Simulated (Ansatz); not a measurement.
## A computed series for Sn: alloy series

The reference is Sn in the diamond structure (space group Fd-3m, No. 227).

```
CELL_PARAMETERS angstrom
      0.00000     3.27007     3.27007
      3.27007     0.00000     3.27007
      3.27007     3.27007     0.00000
ATOMIC_POSITIONS crystal
  Sn 0.25000 0.25000 0.25000
  Sn 0.00000 0.00000 0.00000
```

The other end (x = 1) is Ge in the diamond structure (space group Fd-3m, No. 227): 22.86 Å³/atom, gap zero.

Ge replaces a fraction x of Sn; each row is one arrangement (x, atoms in the cell, starting space group or random), fully relaxed.

Calculations: PBEsol in Ansatz (plane waves to 420 eV, PAW, no spin-orbit coupling).

Notes on the quantities. mixing energy: to 0.01 eV only: unlike meshes or grids.

| case | mixing energy | shortest interatomic distance | density |
|---|---|---|---|
| base | – | 2.832 Å | 5.64 g/cm³ |
| x(Ge) = 0.333, 6 atoms, P-3m1 | +0.04 eV/atom | 2.469 Å | 5.59 g/cm³ |
| x(Ge) = 0.5, 8 atoms, R-3m | +0.03 eV/atom | 2.461 Å | 5.55 g/cm³ |
| x(Ge) = 0.75, 8 atoms, Pmmn | +0.03 eV/atom | 2.458 Å | 5.45 g/cm³ |

These are small ordered cells, not random alloys; other orderings at the same x differ. Stability against distortions was not tested. The final runs are not spin-polarised. The zero or small gap of Sn2Ge, Ge and SnGe can change with the level of theory.

Ansatz is a program for electronic structure.
